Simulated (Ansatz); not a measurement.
Wurtzite BN (high-pressure phase): LDA at its full settings (plane-wave cutoff 520 eV, 18×18×8 k mesh (along the axes of the cell as run), Fermi–Dirac smearing 0.01 eV, scalar-relativistic PAW data made under PBE) and at cheaper ones, in a cell of 4 atoms with Γ-centred meshes.

| level and setting | lattice constant a (Å) | lattice parameter c (Å) | bulk modulus B0 (GPa) |
|---|---|---|---|
| LDA (Ansatz) | 2.523 | 4.175 | 402 |
| LDA (2×2×2 k mesh) (Ansatz) | 2.566 | 4.132 | 387 |
| LDA (4×4×4 k mesh) (Ansatz) | 2.525 | 4.172 | 402 |

Largest shifts from the full settings: lattice constant a +1.70 % (LDA (2×2×2 k mesh)), against a difference of -1.06 % of the full result from the reference 2.55 Å (measured, temperature not stated, not corrected to a static lattice; as tabulated in Doll et al. (2008), arXiv:0810.5476); lattice parameter c -1.03 % (LDA (2×2×2 k mesh)), against a difference of -0.60 % of the full result from the reference 4.2 Å (measured, temperature not stated, no zero-point or thermal correction; as tabulated in Doll et al. (2008), arXiv:0810.5476); bulk modulus -3.7 % (LDA (2×2×2 k mesh)), against a difference of +7.2 % of the full result from the reference 375 ± 9 GPa (measured, room temperature, no zero-point or thermal correction; as tabulated in Equation of state of wurtzitic boron nitride to 66 GPa, Appl. Phys. Lett., doi …).

The full settings aren't shown to be converged themselves.

Ansatz's density-functional and Hartree–Fock values are scalar-relativistic unless marked +SOC, with PAW data made under PBE.

Run with cheap settings on purpose, which may leave them unconverged: LDA (2×2×2 k mesh), LDA (4×4×4 k mesh).

Ansatz is a program for electronic structure.
